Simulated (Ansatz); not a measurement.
Levels about the gap of amorphous Al36O54 (90 atoms in a cell of 924 Å³, 3.30 g/cm³; zone centre alone, so wide bands show as single levels with stretches between that a denser mesh fills), at the geometry that PBE relaxed, where it gives 2.5 GPa on a denser mesh. Exact exchange is cut at the faces of this small cell, which leaves a finite-size error. The participation number counts the atoms over which a state spreads; weights are charges in smoothed Voronoi cells. The levels come from a single point, so bond lengths are those of that geometry. Method of the levels: HSE06, scalar-relativistic without spin-orbit coupling (Ansatz, an electronic-structure program). Sampling: the zone centre alone; Fermi-Dirac width 0.02 eV; no spin polarisation. At PBE the levels at the filled edge of the gap are localised (band-tail or defect states), and the nearest spread-out levels lie 4.3 eV apart at the zone centre.

It comes from a melt-quench run on a machine-learned potential (CHGNet), relaxed afterwards by DFT. O atoms were pushed apart under 1.9 Å during the dynamics, to hinder bonds among them. The hot cell started wider than the set density and was brought back towards it in steps. It is the lowest in DFT energy of 2 quenches. It is a model cell: composition and starting density were chosen by hand, and all elements were melted together. No dispersion term was used. Its density started from a set value of 3.30 and ended at 3.30 g/cm³. Cooling (nominally 91 K/ps over its main leg) ran many orders faster than in experiment, which tends to leave more defects and strain. A cell of this size samples the disorder only roughly. The volume was held where the preparation left it, at a PBE pressure of 2.5 GPa. Stress components on the final sampling reach 4.4 GPa.

| E - E(highest filled), eV | filling | participation number | largest on | weight O | weight Al |
|---|---|---|---|---|---|
| -0.53 | filled | 24.1 | O, 3 neighbours | 0.95 | 0.05 |
| -0.51 | filled | 20.2 | O, 3 neighbours | 0.95 | 0.05 |
| -0.48 | filled | 23.8 | O, 3 neighbours | 0.95 | 0.05 |
| -0.45 | filled | 16.5 | O, 3 neighbours | 0.96 | 0.04 |
| -0.40 | filled | 27.8 | O, 3 neighbours | 0.95 | 0.05 |
| -0.25 | filled | 11.3 | O, 3 neighbours | 0.96 | 0.04 |
| 0.00 | filled | 5.8 | O, 3 neighbours | 0.96 | 0.04 |
| 5.68 | empty | 80.1 | Al, 4 neighbours | 0.59 | 0.41 |
| 7.51 | empty | 31.7 | Al, 5 neighbours | 0.57 | 0.43 |
| 7.85 | empty | 49.1 | Al, 4 neighbours | 0.60 | 0.40 |
| 8.03 | empty | 37.9 | Al, 4 neighbours | 0.56 | 0.44 |
| 8.09 | empty | 55.0 | Al, 4 neighbours | 0.62 | 0.38 |
| 8.15 | empty | 59.2 | Al, 5 neighbours | 0.61 | 0.39 |
| 8.32 | empty | 51.7 | Al, 5 neighbours | 0.61 | 0.39 |

Most localised among these is the filled level at +0.00 eV, on a O atom, which has 3 neighbours (Al 1.75 Å, Al 1.78 Å, Al 1.85 Å).
